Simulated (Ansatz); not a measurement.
Electron-phonon data for LuHg (Pm-3m)

Here is the system:

```xyz
2
Lattice="3.5903 0.0000 0.0000 0.0000 3.5903 0.0000 0.0000 0.0000 3.5903" Properties=species:S:1:pos:R:3 pbc="T T T"
Lu     1.7952     1.7952     1.7952
Hg     0.0000     0.0000     0.0000
```

Calculation: PBEsol, DFPT electron-phonon coupling, linearised Boltzmann equation (plane waves, PAW, scalar-relativistic; Ansatz, an electronic-structure program). How the cell was made: relaxed with this functional, without spin-orbit coupling.

```json
{
 "resistivity at 300 K": "25 μΩ·cm"
}
```

A metal at this level (no band gap). Only scattering by harmonic phonons is included (no impurities, grain boundaries, electron-electron scattering or thermal expansion). Spin-orbit coupling is left out, which matters with elements this heavy. Halving the electron mesh (24x24x24) moves the resistivity by up to 3 % at 300 K. Smearing 0.20 eV; phonons on a 4x4x4 q mesh, which this run doesn't test and which matters most at low temperature.

Formula and space group known from diffraction (Crystallography Open Database), not checked to be the room-temperature form: LuHg (Pm-3m).
